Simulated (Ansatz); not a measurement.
```xyz
2
Lattice="-0.0161 2.0374 2.0374 2.0213 0.0000 2.0213 2.0374 2.0374 -0.0161" Properties=species:S:1:pos:R:3 pbc="T T T"
N      0.0000     0.0000     0.0000
V      2.0213     2.0374     2.0213
```

No spin polarisation.

Calculations: PBEsol (Ansatz, a quantum-chemistry and plane-wave program; PAW; 420 eV plane waves; scalar-relativistic without spin-orbit coupling), earlier PAW set. Settings: 24×24×24 k-points, 0.1 eV Fermi–Dirac smearing.

Predict the band gap.

Zero.

What is the computed stress (xx, yy, zz, yz, xz, xy; compression positive)?

(0.1, 0.0, 0.1, 0.0, 2.1, 0.0) GPa.

The cells carry an imposed strain or load. Stability against distortions was not tested. All final runs are without spin polarisation. The cell was made from VN in the rock salt structure (space group Fm-3m, No. 225) by this change: tensor shear ε_xz = −0.79 %.
